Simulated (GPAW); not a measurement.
Band structure of HgS (F-43m, 2 atoms in the cell).

```
HgS
1.0
    0.00000     2.92500     2.92500
    2.92500     0.00000     2.92500
    2.92500     2.92500     0.00000
Hg S
1 1
Direct
  0.00000   0.00000   0.00000
  0.25000   0.25000   0.25000
```

Method of the run: PBE, GPAW PAW datasets PBE (gpaw-data 1.0.1) (plane waves; GPAW).

Settings: mode = pw; ecut = 600 eV; xc = PBE; kpts = 5 5 5; mesh shift (steps) = 0 0 0; occupations.name = fermi-dirac; occupations.width = 0.01 eV; nbands = -8; convergence.density = 1e-05 e/electron; symmetry.symmorphic = false; symmetry.tolerance = 0.0005; maxiter = 100; bandpath_npoints = 40.

The starting cell has typed, rounded lattice constants, without a prior relaxation at this level. Spin-orbit coupling is off. The run gives no clean gap (levels at the Fermi energy touch, overlap or are partly filled at this smearing), which alone does not show that the compound is a metal.

Levels in eV from the Fermi level, bands 9 to 16:
```
point      9     10     11     12     13    14    15     16
-----  -----  -----  -----  -----  -----  ----  ----  -----
Γ      -6.33  -0.36  -0.01  -0.01  -0.01  6.00  6.00   6.00
X      -5.88  -4.84  -2.35  -2.35   3.32  3.41  8.52  10.26
W      -5.54  -5.12  -2.84  -2.35   3.93  5.29  6.75   7.86
K      -5.66  -5.08  -2.90  -1.90   3.42  4.72  8.12   8.50
L      -5.91  -5.48  -0.99  -0.99   1.69  6.74  6.74   6.92
U      -5.66  -5.08  -2.90  -1.90   3.42  4.72  8.12   8.50
```

No band crosses the Fermi level by more than 0.03 eV along this path.
